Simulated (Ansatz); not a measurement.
The parent structure is AlN in the wurtzite structure (space group P6_3mc, No. 186; a = 3.089 Å, c = 4.943 Å).

Structures relaxed with LDA in Ansatz (plane waves to 420 eV, PAW, no spin-orbit coupling).

Base:

Simulated powder pattern, Co Kα, λ = 1.79026 Å (kinematic, ideal powder, no thermal factors, no anomalous dispersion; the 10 strongest lines at most, above 2 %, up to 2θ = 90°):

| 2θ (°) | I/Imax (%) | hkl |
|---|---|---|
| 39.10 | 100 | (100) |
| 42.47 | 62 | (002) |
| 44.73 | 93 | (101) |
| 59.09 | 33 | (102) |
| 70.84 | 60 | (110) |
| 79.29 | 54 | (103) |
| 84.02 | 9.2 | (200) |
| 86.23 | 45 | (112) |
| 87.79 | 16 | (201) |

Modification: every lattice vector is stretched by 1.20 %; the atoms relax in the strained cell.

**Question.** Predict the new powder pattern.

**Answer.** 
Simulated powder pattern, Co Kα, λ = 1.79026 Å (kinematic, ideal powder, no thermal factors, no anomalous dispersion; the 10 strongest lines at most, above 2 %, up to 2θ = 90°):

```
2θ (°)  I/Imax (%)    hkl
------  ----------  -----
38.62          100  (100)
41.94           61  (002)
44.17           93  (101)
58.32           33  (102)
69.88           60  (110)
78.17           55  (103)
82.80          9.2  (200)
84.96           45  (112)
86.49           16  (201)
```

The indices refer to the base's conventional cell; one index is shown for lines that coincide.

No phonon test of stability was made.

Ansatz is an electronic-structure program.
